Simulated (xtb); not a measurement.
xtb 6.7.1, GFN2-xTB: C[SiH](C)C#C[Si](C)(C)C, 25 atoms. The geometry is a generated start, not checked to be a minimum at this level.

* **run flags**: --grad
* **method**: GFN2-xTB
* **--acc**: 1 (default)
* **--etemp (K)**: 300 (default)
* **basis functions**: 64
* **valence electrons**: 52

```xyz
25

Si     2.8471    -0.1332     0.2458
C      3.5488     1.3496    -0.7179
C      3.3822    -1.7591    -0.5890
C      0.9939    -0.0333     0.2412
C     -0.2161     0.0229     0.2530
Si    -2.0745     0.1165     0.2875
C     -2.6506    -0.0517     2.0979
C     -2.6207     1.8023    -0.4175
C     -2.7838    -1.3055    -0.7710
H      3.3038    -0.1004     1.6476
H      4.6355     1.3490    -0.7051
H      3.2323     1.3352    -1.7571
H      3.2148     2.2892    -0.2875
H      2.9711    -2.6204    -0.0716
H      4.4645    -1.8613    -0.5903
H      3.0457    -1.8074    -1.6213
H     -2.2462     0.7479     2.7120
H     -2.3254    -0.9927     2.5309
H     -3.7340    -0.0105     2.1756
H     -2.3044     1.9223    -1.4495
H     -3.7020     1.9101    -0.3910
H     -2.1947     2.6257     0.1480
H     -3.8682    -1.2608    -0.8165
H     -2.5095    -2.2737    -0.3641
H     -2.4096    -1.2609    -1.7899
```

One run each on 1 thread. Values of broydamp tried: 0.02, 0.05, 0.1, 0.2, 0.4 (default), 0.6, 0.8, 1.

Question: Which value of broydamp needs the fewest SCC iterations, and what happens away from it?

Answer: Fewest SCC iterations, within one of each other: 0.4 (default) with 13, 0.6 with 14, 0.8 with 14. The count rises to 22 at 0.02. All converge to one solution.

| broydamp | SCC iterations | end |
|---|---|---|
| 0.02 | 22 | same solution |
| 0.05 | 20 | same solution |
| 0.1 | 16 | same solution |
| 0.2 | 15 | same solution |
| 0.4 (default) | 13 | same solution |
| 0.6 | 14 | same solution |
| 0.8 | 14 | same solution |
| 1 | 15 | same solution |
